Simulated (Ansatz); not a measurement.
## How the band gap of CdSe (model structure, started from the BN type, Pm-3n, No. 223, 12 atoms in the cell) moves with the method

No measured value is used here.

```
level (code)              value (eV)  cell (Å³/atom)
---------------------  -------------  --------------
LDA (Ansatz)                    0.60           33.71
PBEsol+SOC (Ansatz)    0.61 (direct)           34.94
r²SCAN+SOC (Ansatz)    1.18 (direct)           34.94
r²SCAN+rVV10 (Ansatz)           1.17           35.34
HSE06 (Ansatz)            (withheld)           34.94
```

Question: Complete the blanks.

Answer: 
- HSE06 (Ansatz, a first-principles code), value (eV): 1.69

Computed values are for a static lattice. Spin–orbit coupling is included only where a level's name says +SOC; with heavier elements it mostly lowers gaps and can invert bands.  PBEsol+SOC, r²SCAN+SOC: the gap is read on the k mesh or supercell of the run alone and can be too large. Values are at the PBEsol cell; LDA at the level's own relaxed cell; r²SCAN+rVV10 at the level's own equilibrium cell. Cutoffs and k meshes differ between the levels. Ansatz's density-functional and Hartree–Fock values are scalar-relativistic unless marked +SOC, with PAW data made under PBE.

A model structure was made by putting elements into a prototype or built by hand; it is no filed structure, need not be a known phase, and can be a saddle point held by its symmetry.
